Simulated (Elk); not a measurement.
Band structure of ScTc3 (Fm-3m, 4 atoms in the cell).

```
CELL_PARAMETERS angstrom
      0.00000     3.12398     3.12398
      3.12398     0.00000     3.12398
      3.12398     3.12398     0.00000
ATOMIC_POSITIONS crystal
  Sc 0.00000 0.00000 0.00000
  Tc 0.25000 0.25000 0.25000
  Tc 0.75000 0.75000 0.75000
  Tc 0.50000 0.50000 0.50000
```

Computed with Elk 10.2.4 with PBEsol, all-electron FP-LAPW, Elk's shipped species files, APW+lo basis with extra local orbitals.

Settings: xctype = 22; rgkmax = 8; stype = 0; swidth = 0.00367493 Ha; ngridk = 7 7 7; gmaxvr = 18 1/bohr; lmaxapw = 10; lmaxo = 8; nxlo = 2; lorbcnd = true; lradstp = 2; nrmtscf = 2; lmaxi = 4; maxscl = 100.

The starting cell comes from a database of computed structures (which also holds hypothetical and non-ambient phases and stackings), without a prior relaxation at this level. Spin polarisation is off. Values depend on the basis (sphere radii, cutoffs, local orbitals), which need not be converged.

Levels in eV from the Fermi level, bands 25 to 32:
```csv
point,25,26,27,28,29,30,31,32
Γ,-2.81,-0.53,-0.53,-0.53,0.71,0.71,1.49,1.49
X,-1.07,-1.07,0.22,0.26,0.26,0.41,1.39,1.40
W,-1.82,-1.82,-1.42,-0.46,0.45,0.63,0.63,1.13
K,-1.38,-1.15,-1.13,-0.11,-0.05,0.41,0.55,1.44
L,-2.59,-1.96,-1.96,-1.90,0.63,0.63,1.31,1.31
U,-1.38,-1.15,-1.13,-0.11,-0.05,0.41,0.55,1.44
```

Bands cross the Fermi level along this path, so the cell is metallic at this level.
